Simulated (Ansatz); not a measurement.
A self-consistent single point of Sr₄Nb₃PO₁₄ (P1, 22 atoms in the cell) with Ansatz (a first-principles code).

Level of theory: PBEsol, default PAW files made with PBE (plane waves; Ansatz).

```xyz
22
Lattice="3.9735 0.0000 0.0000 0.0426 5.6292 0.0000 1.9705 0.8654 13.1198" Properties=species:S:1:pos:R:3 pbc="T T T"
Sr     1.9868     0.6365     5.2919
Sr     3.9907     3.6168     7.6370
Sr     2.1215     2.7367     1.2937
Sr     4.0122     6.1731    12.0794
Nb     3.9974     3.2299     4.1574
Nb     1.9806     0.6084     8.8623
Nb     2.0011     3.2443    11.4439
P      0.3166     0.1801     1.8174
O      1.8369     5.6500     1.6395
O      3.9727     3.0546    11.7779
O      3.8945     4.3985     2.3419
O      1.9778     1.3826    10.8130
O      4.0097     4.7245     5.1620
O      1.9880     2.1353     7.8913
O      2.0115     5.0640     7.3972
O      3.9669     2.0642     5.5750
O      3.8210     0.7103     0.4509
O      1.9918     4.4424    12.8865
O      3.9830     1.3016     2.8402
O      2.0024     4.2900     9.9965
O      1.9923     3.0243     3.8517
O      4.0028     6.0711     9.1108
```

Reference input (self-consistent single point, DFT, PBEsol, plane waves, default PAW files made with PBE): basis.ecutwfc = 420 eV; kpoints.mp_grid.grid = 4 3 1; hamiltonian.xc = pbesol; hamiltonian.pseudopotentials = {kind: paw} (the program's default PAW files); scf.occupations.method = fermi_dirac; scf.occupations.width = 0.01 eV. This run's input differs from it in these lines:

Ansatz 0.2 input:
```diff
@@ -29,3 +29,3 @@
 basis:
-  ecutwfc: 420.0
+  ecutwfc: 840.0
 kpoints:
```

The program printed (abridged):

```
SCF iter   1: F=—  HF=-36075.279534 eV  |F-HF|=—  |Δ(HF+E_count)|=         —  Δρ=1.57e-2  dr2=6.99e-1  ethr=1.77e-3  ⟨swp⟩=9.4  Hψ=3924  notcnv=0  defer=48
all-band conjugate gradients solve this SCF's bands
preconditioner: auto → Resta (q_TF=auto, 2.486 Å⁻¹)
SCF iter   2: F=—  HF=-36075.151194 eV  |F-HF|=—  |Δ(HF+E_count)|=   1.28e-1  Δρ=5.91e-3  dr2=1.05e-1  ethr=4.16e-4  ⟨swp⟩=3.0  Hψ=1325  notcnv=0  defer=102
   [... lines left out ...]
SCF iter   7: F=—  HF=-36075.129754 eV  |F-HF|=—  |Δ(HF+E_count)|=   2.38e-4  Δρ=4.90e-5  dr2=7.36e-6  ethr=3.40e-8  ⟨swp⟩=2.0  Hψ=1097  notcnv=0  defer=102
SCF iter   8: F=—  HF=-36075.129756 eV  |F-HF|=—  |Δ(HF+E_count)|=   2.46e-6  Δρ=3.77e-5  dr2=3.81e-6  ethr=4.38e-9  ⟨swp⟩=2.0  Hψ=1092  notcnv=0  defer=102
SCF iter   9: F=—  HF=-36075.129756 eV  |F-HF|=—  |Δ(HF+E_count)|=   4.58e-7  Δρ=8.66e-6  dr2=2.34e-7  ethr=2.27e-9  ⟨swp⟩=2.0  Hψ=1110  notcnv=0  defer=102
SCF iter  10: F=-36075.129756 eV  HF=-36075.129756 eV  |F-HF|=1.99e-8  |Δ(HF+E_count)|=   5.04e-8  Δρ=3.41e-6  dr2=3.36e-8  ethr=5.95e-11  ⟨swp⟩=17.3  Hψ=4526  notcnv=0
SCF 1 converged in 10 iterations: F = -36075.129756 eV  dr2 = 3.36e-8
Free energy (F): -36075.129756 eV
Internal energy: -36075.129756 eV  (E = F + TS)
E sigma→0 (E₀):  -36075.129756 eV
Fermi energy:    9.848927 eV
--- Forces (eV/Å), atoms counted from 1 ---
  atom   1  Sr    -0.00250256     0.01509890    -0.03661262
  atom   2  Sr    -0.01099730    -0.00697266     0.05748346
  atom   3  Sr     0.01949799    -0.05227444    -0.00366391
  atom   4  Sr    -0.01594552    -0.16918777     0.01159809
  atom   5  Nb     0.00891057     0.00869102    -0.23170747
  atom   6  Nb     0.00324817    -0.15875582     0.07841401
  atom   7  Nb    -0.00672481    -0.32751314     0.26623590
  atom   8  P     -0.60855214    -0.18685517     0.23386783
  atom   9  O      1.30903652    -0.08476424    -0.15955190
   [... lines left out ...]
  atom  22  O      0.01150109    -0.06488465     0.09227867
--- Stress (GPa, compression-positive) ---
        2.040449      -0.019040      -0.017557
       -0.019039       1.758404      -0.151921
       -0.017558      -0.151923       1.519139
  P = ⅓ Tr σ = 1.7727 GPa (17.727 kbar)
  The stress holds the Pulay correction. Without it, at fixed plane waves, as pw.x and ABINIT print it: P = 1.7560 GPa
```

The run converged in 10 iterations. Against the reference run the free energy drops by 4.5 meV/atom, the pressure stays at 1.77 GPa, the largest force moves little (1.320 to 1.321 eV/Å) and the gap on the mesh stays at 2.528 eV.

The starting cell comes from a database of computed structures (which also holds hypothetical and non-ambient phases and stackings), without a prior relaxation at this level. Its lattice was rescaled by a random factor within 2.5 % of one. Forces in this geometry exceed 1 eV/Å. Ansatz's pressure includes its estimate of the finite-basis (Pulay) stress.

Cost on one core of a shared machine: roughly 50 s.
